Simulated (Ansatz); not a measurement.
## Hypothetical I4_132 B, carrier doping

Start from B (space group I4_132, No. 214; a = 4.6330 Å; a hypothetical phase, not in the database extracts checked).

Carriers are added at fixed cell with a uniform background; the Fermi–Dirac width is that of 300 K.

Calculations: Ansatz (an electronic-structure program), PBEsol, PAW, cutoff 420 eV, scalar-relativistic without spin-orbit coupling.

Notes on the quantities. Fermi level from band edge: Fermi level relative to the doped band's edge (positive inside the band; to 0.05 eV).

| case | gap character | gap between the host's bands | Fermi level from band edge |
|---|---|---|---|
| undoped | indirect, P–H (20 % along) → Γ–P (20 % along) | 1.41 eV | – |
| electrons 1.0×10^21 cm⁻³ | indirect, P–H (20 % along) → Γ–P (20 % along) | 1.40 eV | +0.10 eV |
| electrons 1.5×10^21 cm⁻³ | indirect, P–H (20 % along) → Γ–P (20 % along) | 1.39 eV | +0.15 eV |
| electrons 2.0×10^21 cm⁻³ | indirect, P–H (20 % along) → Γ–P (20 % along) | 1.38 eV | +0.20 eV |
| electrons 1.0×10^22 cm⁻³ | indirect, P–H (20 % along) → a point along ⟨111⟩, about 0.3 Å⁻¹ from Γ | 1.28 eV | +0.65 eV |
| holes 1.0×10^21 cm⁻³ | indirect, P–H (20 % along) → Γ–P (20 % along) | 1.43 eV | +0.10 eV |
| holes 1.5×10^21 cm⁻³ | indirect, P–H (20 % along) → Γ–P (20 % along) | 1.44 eV | +0.15 eV |
| holes 2.0×10^21 cm⁻³ | indirect, P–H (20 % along) → Γ–P (20 % along) | 1.45 eV | +0.20 eV |
| holes 1.0×10^22 cm⁻³ | indirect, P–H (20 % along) → Γ–P (20 % along) | 1.63 eV | +0.55 eV |

Carriers are added with a uniform compensating background; total energy and stress of such cells depend on the potential's zero and are not compared; many-body gap narrowing is missing at this level. Stability against distortions was not tested.
